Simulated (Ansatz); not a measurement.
Start from BP in the rock salt structure (space group Fm-3m, No. 225; a = 4.289 Å; a hypothetical phase, not in the database extracts checked; relaxed with 0.1 eV smearing).

Now apply this change: every lattice vector is stretched by 0.70 %, atoms relaxed at fixed cell.

Levels (all Ansatz, a program for electronic structure, PAW): PBEsol (420 eV, no spin-orbit coupling); r2SCAN (500 eV, without spin-orbit coupling).

The geometry is relaxed with PBEsol.

```
Property            Value
---------------  --------
PBEsol pressure  -3.4 GPa
```

Q: How does going to r2SCAN change the pressure?

A: The pressure grows by 3.5 GPa to 0.1 GPa.

Single points use the geometry relaxed with PBEsol. Their cutoffs differ, which shifts pressures a little. The cells carry an imposed strain or load. No phonon test of stability was made. The final runs are not spin-polarised.
